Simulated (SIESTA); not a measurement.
Input and output of a self-consistent single point for Be (P6_3/mmc, 2 atoms in the cell) (SIESTA).

Level of theory: GGA PBEsol, numerical atomic orbitals DZP, PseudoDojo PBEsol standard norm-conserving potentials (rewritten from UPF to PSML) run with SIESTA.

```xyz
2
Lattice="2.2390 0.0000 0.0000 -1.1195 1.9390 0.0000 0.0000 0.0000 3.5334" Properties=species:S:1:pos:R:3 pbc="T T T"
Be     0.0000     1.2927     2.6500
Be     1.1195     0.6463     0.8833
```

Reference input (self-consistent single point, DFT, GGA PBE, numerical atomic orbitals DZP, PseudoDojo PBE standard norm-conserving potentials (rewritten from UPF to PSML)): XC.functional = GGA; XC.authors = PBE; potentials = PseudoDojo PBE standard; PAO.BasisSize = DZP; PAO.EnergyShift = 0.005 Ry; MeshCutoff = 400 Ry; kgrid.MonkhorstPack = 13 13 8; OccupationFunction = FD; ElectronicTemperature = 50 meV; PAO.Polarization.NonPerturbative = true; MaxSCFIterations = 150; SCF.Mixer.Method = Pulay. This run's input differs from it in these lines:

```diff
@@ -1,2 +1,2 @@
-# files in the folder: Be.psml (PseudoDojo PBE standard)
+# files in the folder: Be.psml (PseudoDojo PBEsol standard)
 SystemName  Be
@@ -22,3 +22,3 @@
 XC.functional                GGA
-XC.authors                   PBE
+XC.authors                   PBEsol
 PAO.BasisSize                DZP
```

The program printed (abridged):

```
        iscf     Eharris(eV)        E_KS(eV)     FreeEng(eV)     dDmax    Ef(eV) dHmax(eV)
   scf:    1     -718.848228     -754.945159     -754.946145  0.756913-16.365179  0.299333
   scf:    2     -754.945363     -754.945261     -754.946252  0.001044-16.363683  0.268316
   scf:    3     -754.946001     -754.945640     -754.946690  0.007047-16.351089  0.001119
   scf:    4     -754.945645     -754.945642     -754.946690  0.000529-16.351912  0.000066
   scf:    5     -754.945643     -754.945642     -754.946690  0.000042-16.351975  0.000008
   scf:    6     -754.945642     -754.945642     -754.946690  0.000004-16.351975  0.000000
SCF Convergence by DM+H criterion
max |DM_out - DM_in|         :     0.0000040205
max |H_out - H_in|      (eV) :     0.0000001150
SCF cycle converged after 6 iterations

Using DM_out to compute the final energy and forces

siesta: E_KS(eV) =             -754.9456

siesta: E_KS - E_eggbox =      -754.9456

siesta: Atomic forces (eV/Ang):
     1    0.000118   -0.000068   -0.000000
     2   -0.000118    0.000068    0.000000
   Tot   -0.000000   -0.000000    0.000000
   Max    0.000118
   Res    0.000079    sqrt( Sum f_i^2 / 3N )
   Max    0.000118    constrained

Stress tensor Voigt[x,y,z,yz,xz,xy] (kbar):      -43.88      -42.58      -31.89        0.00       -0.00        1.13
(Free)E + p*V (eV/cell)     -754.5690
Target enthalpy (eV/cell)     -754.9467

siesta: Program's energy decomposition (eV):
siesta: FreeEng =      -754.946690

   [... lines left out ...]
siesta: Cell volume =         15.339505 Ang**3
siesta:          39.45041469         39.45656484  kBar
   [... lines left out ...]

mulliken: Atomic and Orbital Populations:

Species: Be
Atom  Qatom  Qorb
               1s      2s      2s      2py     2pz     2px
   1  4.000   2.013   0.249  -0.105   0.609   0.625   0.609
   2  4.000   2.013   0.249  -0.105   0.609   0.625   0.609

mulliken: Qtot =        8.000

Mulliken Atomic Populations:
Atom #   charge [q] valence [e]  Species
     1    -0.000000    4.000000  Be
     2     0.000000    4.000000  Be
 Total     0.000000
```

The run converged in 6 iterations. Against the reference run the pressure goes from 5.53 to 3.95 GPa.

The starting cell comes from a database of computed structures (which also holds hypothetical and non-ambient phases and stackings), without a prior relaxation at this level. Its lattice was rescaled by a random factor within 2.5 % of one. Values carry the incompleteness of an atom-centred basis. With a pressure of about 4 GPa the cell is away from its equilibrium volume at this level.
